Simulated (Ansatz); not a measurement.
The starting structures come from a database of crystals and need not be the phases stable at ambient conditions.

By PBEsol, the system below comes out a metal.

Input:

```
Hf
1.0
    3.16114     0.00000     0.00000
    0.00000     4.47053     0.00000
    1.58057     2.23527     1.58057
Hf
1
Direct
  0.00000   0.00000   0.00000
```

Space group of this cell: Fm-3m, fcc (Cu type). The cell is taken as given; by PBEsol its mean pressure is -3.6 GPa.

The current flows along the normal of the first two printed cell vectors, the (110) plane of the conventional cell. No spin-orbit coupling; the value is a mean over 0.1 eV about the Fermi level.

Question: Estimate the ballistic conductance per area that PBEsol (Ansatz, a first-principles code) returns for this system.

Answer: 1.2 × 10¹⁵ S/m² for both spins.
